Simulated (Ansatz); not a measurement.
The starting structures come from a database of crystals and need not be the phases stable at ambient conditions.

Tunnelling through a barrier is set by its complex band structure: the current falls as exp(−2κd) with the smallest κ.

Input:

```xyz
20
Lattice="7.0229 0.0000 0.0000 -2.8139 7.1618 0.0000 -3.1902 0.8677 6.5699" Properties=species:S:1:pos:R:3 pbc="T T T"
Cd     3.6447     1.6383     0.8981
Cd    -2.6260     6.3911     5.6718
Hg    -1.5501     2.0580     4.2277
Hg     2.5688     5.9714     2.3422
Hg    -0.9670     5.9832     2.3553
Hg     1.9857     2.0463     4.2146
Se     0.1139     2.3579     0.8804
Se     0.9049     5.6716     5.6895
O      1.4171     1.3978     1.3541
O     -0.3983     6.6317     5.2158
O      0.8112     6.3436     1.2936
O      0.2075     1.6859     5.2763
O     -4.8658     6.7466     6.0482
O      5.8846     1.2828     0.5216
O     -2.6632     4.0589     6.0489
O      3.6820     3.9706     0.5210
O      1.3145     4.6680     4.4301
O     -0.2957     3.3615     2.1398
O      3.7419     2.1579     3.1345
O     -2.7231     5.8716     3.4354
```

Space group of this cell: P-1. The cell is taken as given; by PBEsol its mean pressure is -5.5 GPa.

Transport runs along the normal of the first two printed cell vectors.

No gap correction and no spin-orbit coupling; mid-gap values are interpolated between computed energies.

Q: State the band gap and the smallest decay constant κ at mid-gap according to PBEsol in Ansatz (a quantum-chemistry and plane-wave program).

A: Gap 0.89 eV on a 6×4×6 mesh; κ = 0.254 1/Å, at the zone centre.
